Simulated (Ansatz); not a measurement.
# Ansatz run on La3Zr (Pm-3m, 4 atoms in the cell): self-consistent single point

Computed with LDA (PW92), harder PAW files (source: ansatz) made with PBE (plane waves; Ansatz, an electronic-structure program).

Input:

Ansatz 0.2 input:
```yaml
crystal:
  lattice:
    - [5.072670, 0.000000, 0.000000]
    - [0.000000, 5.072670, 0.000000]
    - [0.000000, 0.000000, 5.072670]
  atoms:
    - { symbol: La, position: [0.000000, 0.500000, 0.500000] }
    - { symbol: La, position: [0.500000, 0.000000, 0.500000] }
    - { symbol: La, position: [0.500000, 0.500000, 0.000000] }
    - { symbol: Zr, position: [0.000000, 0.000000, 0.000000] }
basis:
  ecutwfc: 600.0
kpoints:
  mp_grid: { grid: [5, 5, 5] }
hamiltonian:
  xc: lda
  pseudopotentials: { kind: paw, source: ansatz }
scf:
  occupations: { method: methfessel_paxton, width: 0.1 }
output:
  forces: true
  eigenvalues: true
  stress: true
```

Output, abridged:

```
WARN ansatz: RAYON_NUM_THREADS=1 ignored (pool sized by the plan → 1); use --threads N
Pseudopotentials: kind: paw
Pseudopotential: La, paw, valence charge 11
Pseudopotential: Zr, paw, valence charge 12
Crystal: 4 atoms, lattice volume = 130.530 Å³
Basis set: ecut = 600 eV, 4385 PW (Γ)
Bands: 27, of which v1, the nominal top of the filled ones, is band 23 counted from 1 (22 counted from 0)
Symmetry: 48 space group operations
Space group: Pm-3m (ITA 221), of the structure as read, at distance tolerance 5.1e-5 Å
k-points: 10 of 125
PAW frozen core: La, regenerated for the run's functional, and the local potential with it
PAW frozen core: Zr, regenerated for the run's functional, and the local potential with it
Initial density: superposition of atomic densities (chi_scale 0.1, normalization cell, long waves kept (reshape's long-wave potential 0.00 eV rms))
Initial wavefunctions: pseudopotential atomic-orbital guess
Eigensolver: davidson
Functional: x = slater, c = lda
SCF iter   1: F=—  HF=-22377.911271 eV  |F-HF|=—  |Δ(HF+E_count)|=         —  Δρ=3.65e-2  dr2=6.98e0  ethr=3.10e-3  ⟨swp⟩=6.3  Hψ=1461  notcnv=0
all-band conjugate gradients solve this SCF's bands
preconditioner: auto → Resta (q_TF=auto, 2.285 Å⁻¹)
SCF iter   2: F=—  HF=-22377.308542 eV  |F-HF|=—  |Δ(HF+E_count)|=   6.03e-1  S|Δr|=    0.00e0  Δρ=3.09e-2  dr2=5.32e0  ethr=3.10e-3  ⟨swp⟩=6.6  Hψ=996  notcnv=0  defer=3
SCF iter   3: F=—  HF=-22376.861097 eV  |F-HF|=—  |Δ(HF+E_count)|=   4.47e-1  S|Δr|=    0.00e0  Δρ=9.06e-3  dr2=2.63e-1  ethr=3.10e-3  ⟨swp⟩=6.4  Hψ=594  notcnv=0
SCF iter   4: F=—  HF=-22376.882545 eV  |F-HF|=—  |Δ(HF+E_count)|=   2.14e-2  S|Δr|=    0.00e0  Δρ=1.11e-2  dr2=5.93e-1  ethr=5.84e-4  ⟨swp⟩=5.0  Hψ=701  notcnv=0  defer=3  recentre
SCF iter   5: F=—  HF=-22376.817209 eV  |F-HF|=—  |Δ(HF+E_count)|=   6.53e-2  S|Δr|=    0.00e0  Δρ=2.28e-3  dr2=9.43e-3  ethr=5.84e-4  ⟨swp⟩=4.7  Hψ=479  notcnv=0  defer=1
SCF iter   6: F=—  HF=-22376.816709 eV  |F-HF|=—  |Δ(HF+E_count)|=   5.00e-4  S|Δr|=    0.00e0  Δρ=1.25e-3  dr2=7.90e-3  ethr=2.10e-5  ⟨swp⟩=2.9  Hψ=411  notcnv=0  defer=1
SCF iter   7: F=—  HF=-22376.816569 eV  |F-HF|=—  |Δ(HF+E_count)|=   1.40e-4  S|Δr|=    0.00e0  Δρ=1.13e-3  dr2=6.75e-3  ethr=1.76e-5  ⟨swp⟩=1.0  Hψ=269  notcnv=0  defer=1
SCF iter   8: F=—  HF=-22376.815975 eV  |F-HF|=—  |Δ(HF+E_count)|=   5.94e-4  S|Δr|=    0.00e0  Δρ=5.33e-4  dr2=1.41e-3  ethr=1.50e-5  ⟨swp⟩=1.3  Hψ=272  notcnv=0  defer=1
SCF iter   9: F=—  HF=-22376.815867 eV  |F-HF|=—  |Δ(HF+E_count)|=   1.08e-4  S|Δr|=    0.00e0  Δρ=6.21e-5  dr2=1.61e-5  ethr=3.14e-6  ⟨swp⟩=2.5  Hψ=335  notcnv=0  defer=1
SCF iter  10: F=—  HF=-22376.815821 eV  |F-HF|=—  |Δ(HF+E_count)|=   4.54e-5  S|Δr|=    0.00e0  Δρ=1.37e-5  dr2=2.34e-7  ethr=3.59e-8  ⟨swp⟩=4.1  Hψ=582  notcnv=0  defer=1
SCF iter  11: F=—  HF=-22376.815821 eV  |F-HF|=—  |Δ(HF+E_count)|=   1.76e-8  S|Δr|=    0.00e0  Δρ=6.76e-6  dr2=1.89e-7  ethr=2.22e-10  ⟨swp⟩=17.0  Hψ=1812  notcnv=0
SCF iter  12: F=-22376.815821 eV  HF=-22376.815821 eV  |F-HF|=4.78e-8  |Δ(HF+E_count)|=   1.62e-8  S|Δr|=    0.00e0  Δρ=3.15e-6  dr2=5.17e-8  ethr=2.22e-10  ⟨swp⟩=4.6  Hψ=1061  notcnv=0
SCF 1 converged in 12 iterations: F = -22376.815821 eV  dr2 = 5.17e-8
SCF converged after 12 iterations
Stability not checked (fill_not_monotonic)
Free energy (F): -22376.815821 eV
Harris-Foulkes:  -22376.815821 eV  (|F-HF|=4.78e-8)
Internal energy: -22376.815921 eV  (E = F + TS)
E sigma→0 (E₀):  -22376.815846 eV
Entropy (-TS):   0.000100 eV (0.025 meV/atom)
Fermi energy:    11.654671 eV
--- Per-component energies (eV) ---
  E_band       = -234.199759
  E_kinetic    = 1092.022104
  E_local      = -2323.648245  (includes V_loc(G=0)·N_el)
  E_nonlocal   = 841.726348
  E_hartree    = 530.872052
  E_xc         = -645.865029
  E_vxc        = -693.973270  (∫ρ·V_xc dr)
  E_paw        = -18576.415697  (= ΣΔE_a)
  E_vpaw       = -212.074371  (= ΣTr[D̂ρ^β])
  E_aug_tail   = -0.000000  (compensation charges beyond the density's cutoff)
  E_ewald      = -3296.801549
  E_core_change = 1.294094  (= ΣΔE_core)
  E_smearing   = 0.000100  (= −TS)
  E_closure    = -0.000000  (closes the sum)
  Σ components = -22376.815821   (vs F -22376.815821, Δ=0.00e0)
--- Forces (eV/Å), atoms counted from 1 ---
  atom   1  La    -0.00000000     0.00000000    -0.00000000
   [... zero for the other atoms too ...]
  max |Σ_I F_I| component: 1.45e-30 eV/Å
--- Stress (GPa, compression-positive) ---
       -4.211381      -0.000000       0.000000
        0.000000      -4.211381       0.000000
        0.000000       0.000000      -4.211381
  P = ⅓ Tr σ = -4.2114 GPa (-42.114 kbar)
  The stress holds the Pulay correction. Without it, at fixed plane waves, as pw.x and ABINIT print it: P = -4.2174 GPa
--- Band table (eV; the first three rows and the last of 10) ---
  k-point 0: bands = ["-37.3188", "-20.9544", "-20.6337", "-20.6337", "-15.3707", "-15.3707", "-15.3707", "-5.1682", "-5.1682", "-5.1682", "-4.2948", "-4.2948", "-4.2948", "-3.8567", "-3.8567", "-3.8567", "7.9351", "9.2492", "9.6418", "9.6418", [...]
  k-point 1: bands = ["-37.3188", "-20.9287", "-20.6614", "-20.6332", "-15.3703", "-15.3703", "-15.3693", "-5.1067", "-5.1067", "-5.0708", "-4.3283", "-4.3283", "-4.3142", "-4.0166", "-3.9089", "-3.9089", "8.3392", "9.5969", "9.8555", "9.9846", [...]
  k-point 2: bands = ["-37.3187", "-20.8685", "-20.7249", "-20.6324", "-15.3697", "-15.3697", "-15.3670", "-4.9778", "-4.9778", "-4.7936", "-4.4192", "-4.4192", "-4.3919", "-4.3453", "-3.9857", "-3.9857", "9.3121", "10.0596", "10.4542", "10.7107", [...]
  k-point 9: bands = ["-37.3186", "-20.7604", "-20.7290", "-20.7290", "-15.3738", "-15.3738", "-15.3725", "-5.5757", "-4.9928", "-4.9745", "-4.9745", "-4.0231", "-4.0231", "-3.8867", "-3.8765", "-3.8765", "9.1197", "10.0222", "10.2292", "10.2292", [...]
```

The run converged in 12 iterations.

The starting cell comes from a database of computed structures (which also holds hypothetical and non-ambient phases and stackings), without a prior relaxation at this level. With a pressure of about -4 GPa the cell is away from its equilibrium volume at this level. Ansatz's pressure includes its estimate of the finite-basis (Pulay) stress.
